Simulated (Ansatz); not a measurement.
**CdSe under a change: biaxial strain +1.50 %, plane normal [001], relaxed out of plane**

Consider CdSe in the zinc blende structure (space group F-43m, No. 216; a = 6.0816 Å). Axes: x, y, z lie along the cube axes.

It is then changed as follows: biaxial strain +1.50 %, plane normal [001], relaxed out of plane (Cartesian); in-plane vectors clamped, the third vector and the atoms free.

Computed with PBEsol, PAW, 420 eV (Ansatz, a program for electronic structure; no spin-orbit coupling). k-mesh 9×9×9 (Γ-centred); smearing 0.05 eV (Fermi–Dirac).

The volume per atom rises by 0.21 Å³ to 28.33 Å³ and the space group goes from F-43m (No. 216) to I-4m2 (No. 119). The shortest interatomic distance increases by 0.0073 Å (2.633 Å → 2.641 Å) and the energy goes up by 1.6 meV/atom. The pressure (mean of the normal stresses, compression positive) goes from zero to -0.41 GPa and the band gap decreases by 0.09 eV (0.48 eV → 0.39 eV). The gap character stays direct at Γ and the electron mass goes from 0.049 mₑ (at Γ) to 0.042 mₑ out of plane, 0.050 mₑ in plane (at Γ). The hole mass is 0.043 mₑ out of plane, 0.65 mₑ in plane (at Γ) and the valence-band top at Γ (three highest levels, from the VBM) becomes 0.00, -0.11, -0.11 eV (base: 0.00, 0.00, 0.00 eV). The out-of-plane strain is -2.21 % and the ratio −ε⊥/ε∥ amounts to 1.47. The mean in-plane stress (compression positive) amounts to -0.6 GPa.

Effective masses come from finite differences of ±0.01 Å⁻¹. Whether these cells are dynamically stable was not tested. k-point labels follow each cell's own Brillouin zone.
